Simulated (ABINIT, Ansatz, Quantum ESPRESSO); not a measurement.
**One structure in several programs: HfB₂ (P6/mmm, 3 atoms in the cell)**

Self-consistent single point.

```
HfB2
1.0
    3.17967     0.00000     0.00000
   -1.58984     2.75367     0.00000
    0.00000     0.00000     3.53140
Hf B
1 2
Cartesian
  0.00000   0.00000   0.00000
  0.00000   1.83578   1.76570
  1.58984   0.91789   1.76570
```

Shared settings, as Ansatz (an electronic-structure program) writes them: kpoints.mp_grid.grid = 8 8 6; magnetization.spin_orbit = true; scf.occupations.method = fermi_dirac; scf.occupations.width = 0.1 eV. Potentials and cutoffs stand in the table.

```tsv
code	model	pressure (GPa)	cutoff
ABINIT	PBE, spin-orbit coupling, norm-conserving pseudopotentials (PseudoDojo nc-fr-04 PBE standard)	-7.81	38 Ha
Ansatz	PBE with spin-orbit coupling, default PAW files	-8.48	default
Quantum ESPRESSO	PBE, spin-orbit coupling, PseudoDojo fully relativistic norm-conserving (PBE) pseudopotentials	-7.79	80 Ry
```

The spread over the programs that give each value: pressure within 0.69 GPa.

Ansatz's pressure is given at a fixed set of plane waves, as the other plane-wave codes print theirs; with its correction for the finite basis it is -8.31 GPa.

The starting cell comes from a database of computed structures (which also holds hypothetical and non-ambient phases and stackings), without a prior relaxation at this level. Its lattice was rescaled by a random factor within 2.5 % of one.

Left out of this page: Elk, FLEUR and SIESTA (not drawn, or without a comparable value).

Keys are those of Ansatz 0.2.
